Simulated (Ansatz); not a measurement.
Take CaO in the rock salt structure (space group Fm-3m, No. 225; a = 4.767 Å) as the base.

All numbers come from DFT with PBEsol, PAW potentials and a 420 eV plane-wave cutoff in Ansatz (an electronic-structure program), no spin-orbit coupling.

Strains are applied to the cell and any free atomic positions relax.

One change was made to it. Results:

| quantity | base | after |
|---|---|---|
| smallest direct gap | 3.92 eV | 3.94 eV |
| pressure | 0.00 GPa | -4.68 GPa |

Question: Which change produced these results?
A. isotropic strain −1.50 %
B. isotropic strain +0.50 %
C. isotropic strain +1.50 %

Answer: C, isotropic strain +1.50 %. For comparison, the pressure in the other runs: isotropic strain −1.50 % gives 5.78 GPa; isotropic strain +0.50 % gives -1.68 GPa.

Stability against distortions was not tested.
